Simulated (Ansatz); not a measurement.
Gap of a (4,0) BN nanotube at several levels, all on one geometry.

Levels: PBE (plane waves to 420 eV, PAW; Ansatz, an electronic-structure program); r2SCAN (plane waves to 500 eV, PAW; Ansatz); HSE06 (Ansatz). Unmarked values and the geometry are of the first. Mesh 1×1×8. No spin polarisation. Isolated but for its images some 11 Å away. An idealised model, rolled from the flat sheet. Only distortions within the start's symmetry and period were free. HSE06 ran on a 1×1×4 mesh and at PBE's edge points.

```csv
level,gap (eV)
PBE,1.83
r2SCAN,2.36
HSE06,[?]
```

Problem. Fill in the missing entries.

Solution. 
- HSE06, gap (eV): 3.18
